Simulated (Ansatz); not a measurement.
## A computed series for Cu: response to strain

The parent structure is Cu in the fcc (Cu type) structure (space group Fm-3m, No. 225; a = 3.563 Å; relaxed with 0.1 eV smearing). Axes: x, y, z lie along the cube axes.

Strains are applied to the cell and any free atomic positions relax; under biaxial strain the out-of-plane vector relaxes too.

Calculations: Ansatz (a program for electronic structure), PBEsol, PAW, cutoff 420 eV, no spin-orbit coupling, earlier PAW set.

Candidates:
(a) biaxial strain −0.98 %, plane normal [111], relaxed out of plane
(b) biaxial strain −3.29 %, plane normal [111], relaxed out of plane
(c) isotropic strain −0.74 %

Notes on the quantities. energy relative to the base: free energy F.

### Question
Order them by energy relative to the base, highest first.

### Answer
(b) biaxial strain −3.29 %, plane normal [111], relaxed out of plane (+29 meV/atom), (c) isotropic strain −0.74 % (+3.0 meV/atom), (a) biaxial strain −0.98 %, plane normal [111], relaxed out of plane (+2.3 meV/atom)

Stability against distortions was not tested. All final runs are without spin polarisation.
